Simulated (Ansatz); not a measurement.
For C (model structure, P4₂/mmc, No. 131, 6 atoms in the cell), LDA (Ansatz, an electronic-structure program, PAW) gives:

| Item | Result |
|---|---|
| lattice constant a | 2.565 Å |
| lattice parameter c | 5.935 Å |
| bulk modulus | 348 GPa |
| cohesive energy | 8.44 eV/atom |

### Question
What does r²SCAN in Ansatz (plane waves, PAW) give for the same quantities?

### Answer

- lattice constant a: 2.592 Å (goes up by 1.1 %)
- lattice parameter c: 5.965 Å (rises by 0.5 %)
- bulk modulus: 330 GPa (drops by 5.2 %)
- cohesive energy: 7.01 eV/atom (drops by 1.43 eV/atom)

Changes are worked out from the printed values.

Unless a cell is named, each level is at its own relaxed cell (LDA 6.51, r²SCAN 6.68 Å³/atom).

Caveats: the bulk modulus is −V dP/dV from two relaxed cells at ±2 % in volume (LDA, r²SCAN). Ansatz's density-functional and Hartree–Fock values are scalar-relativistic unless marked +SOC, with PAW data made under PBE.

A model structure was made by putting elements into a prototype or built by hand; it is no filed structure, need not be a known phase, and can be a saddle point held by its symmetry.
